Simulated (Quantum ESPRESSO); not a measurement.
Input and output of a self-consistent single point for PbO2 (P4_2/mnm, 6 atoms in the cell) (Quantum ESPRESSO).

Method of the run: PBE, GBRV 1.5 ultrasoft (PBE) pseudopotentials (plane waves; Quantum ESPRESSO).

The change in words: lattice scaled by 0.98. Reference geometry:
```
PbO2
1.0
    4.88807     0.00000     0.00000
    0.00000     4.88807     0.00000
    0.00000     0.00000     3.33605
Pb O
2 4
Direct
  0.00000   0.00000   0.00000
  0.50000   0.50000   0.50000
  0.30743   0.30743   0.00000
  0.69257   0.69257   0.00000
  0.19257   0.80743   0.50000
  0.80743   0.19257   0.50000
```

Reference input (self-consistent single point, DFT, PBE, plane waves, GBRV 1.5 ultrasoft (PBE) pseudopotentials): ecutwfc = 40 Ry; ecutrho = 200 Ry; occupations = smearing; smearing = gauss; degauss = 0.0099958 Ry; potentials = {Pb: pb_pbe_v1.uspp.F.UPF, O: o_pbe_v1.2.uspp.F.UPF}; K_POINTS = automatic 6 6 8 0 0 0; conv_thr = 1e-11 Ry. This run's input differs from it in these lines:

```diff
@@ -25,5 +25,5 @@
 CELL_PARAMETERS angstrom
-   4.8880680000     0.0000000000     0.0000000000
-   0.0000000000     4.8880680000     0.0000000000
-   0.0000000000     0.0000000000     3.3360470000
+   4.7903070000     0.0000000000     0.0000000000
+   0.0000000000     4.7903070000     0.0000000000
+   0.0000000000     0.0000000000     3.2693260000
 ATOMIC_POSITIONS crystal
```

The program printed (abridged):

```
     Self-consistent Calculation

     iteration #  1     ecut=    40.00 Ry     beta= 0.70

     negative rho (up, down):  3.119E-02 0.000E+00

     total energy              =    -456.43702883 Ry
     estimated scf accuracy    <       1.62182502 Ry

     iteration #  2     ecut=    40.00 Ry     beta= 0.70

     negative rho (up, down):  3.463E-02 0.000E+00

     total energy              =    -456.89930251 Ry
     estimated scf accuracy    <       1.67774400 Ry

     iteration #  3     ecut=    40.00 Ry     beta= 0.70

     negative rho (up, down):  3.528E-02 0.000E+00

     total energy              =    -457.20301609 Ry
     estimated scf accuracy    <       0.00677325 Ry

   [... 6 blocks of this kind left out ...]

     iteration # 10     ecut=    40.00 Ry     beta= 0.70

     negative rho (up, down):  3.542E-02 0.000E+00

     total energy              =    -457.20673411 Ry
     estimated scf accuracy    <          1.4E-10 Ry

     iteration # 11     ecut=    40.00 Ry     beta= 0.70

     negative rho (up, down):  3.542E-02 0.000E+00
     End of self-consistent calculation

     the Fermi energy is    10.2406 ev

!    total energy              =    -457.20673411 Ry
     estimated scf accuracy    <          6.2E-13 Ry
     smearing contrib. (-TS)   =      -0.00009682 Ry
     internal energy E=F+TS    =    -457.20663729 Ry

     convergence has been achieved in  11 iterations

     negative rho (up, down):  3.542E-02 0.000E+00

     Forces acting on atoms (cartesian axes, Ry/au):

     atom    1 type  1   force =     0.00000000    0.00000000    0.00000000
     atom    2 type  1   force =     0.00000000    0.00000000    0.00000000
     atom    3 type  2   force =    -0.01112301   -0.01112301   -0.00000000
     atom    4 type  2   force =     0.01112301    0.01112301    0.00000000
     atom    5 type  2   force =     0.01112301   -0.01112301    0.00000000
   [... lines left out ...]
     Total force =     0.031461     Total SCF correction =     0.000000
   [... lines left out ...]

     negative rho (up, down):  3.542E-02 0.000E+00
          total   stress  (Ry/bohr**3)                   (kbar)     P=      307.81
   0.00189006   0.00000000   0.00000000          278.04        0.00        0.00
   0.00000000   0.00189006   0.00000000            0.00      278.04        0.00
   0.00000000   0.00000000   0.00249714            0.00        0.00      367.34

   JOB DONE.
```

The run converged in 11 iterations. Against the reference run the free energy goes up by 114 meV/atom, the pressure goes from 16.55 to 30.78 GPa and the largest force goes from 0.206 to 0.404 eV/Å.

The starting cell comes from a database of computed structures (which also holds hypothetical and non-ambient phases and stackings), without a prior relaxation at this level. Its lattice was rescaled by a random factor within 2.5 % of one. For this run, on top of that: lattice scaled by 0.98. With a pressure of about 31 GPa the cell is away from its equilibrium volume at this level. The run gives no clean gap (levels at the Fermi energy touch, overlap or are partly filled at this smearing), which alone does not show that the compound is a metal.

Cost on one core of a shared machine: roughly 80 s.
